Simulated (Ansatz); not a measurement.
**Pressure series in GaSb**

Consider GaSb in the zinc blende structure (space group F-43m, No. 216).

```
CELL_PARAMETERS angstrom
      0.00000     3.10675     3.10675
      3.10675     0.00000     3.10675
      3.10675     3.10675     0.00000
ATOMIC_POSITIONS crystal
  Sb 0.75000 0.75000 0.75000
  Ga 0.00000 0.00000 0.00000
```

Cell and atoms are relaxed at each pressure.

The values are results of plane-wave PAW DFT at the PBE level (Ansatz, a program for electronic structure, 420 eV), no spin-orbit coupling, not measurements.

```tsv
pressure (GPa)	volume per atom (Å³/atom)
-2	31.555
0	29.986
1.8	?
4.2	27.739
9	25.993
18	23.784
30	21.842
45	20.173
60	18.951
```

Fit the third-order Birch–Murnaghan form P(V) = (3B₀/2)[(V₀/V)^(7/3) − (V₀/V)^(5/3)]·[1 + (3/4)(B₀′ − 4)((V₀/V)^(2/3) − 1)] (squares taken in P) to the rows shown and predict the withheld row.

Least squares on the printed values gives V₀ = 29.986 Å³/atom, B₀ = 46.1 GPa, B₀′ = 4.5; this predicts 28.924 Å³/atom, and the run gives 28.905 Å³/atom, 0.019 lower.

Measured bulk modulus of GaSb: 57 GPa (temperature not stated; as listed in Cormac Toher et al., Physical Review Materials (2017)); the computed value is for a static lattice, so the two differ by thermal effects too.

Load acts through the strain it causes; cell and atoms are relaxed under it. No phonon test of stability was made. Tetrahedral semiconductors of this kind turn to denser phases somewhere between about 1 and 50 GPa; those were not computed, so compressed cells here can lie past the real transition. All final runs are without spin polarisation.
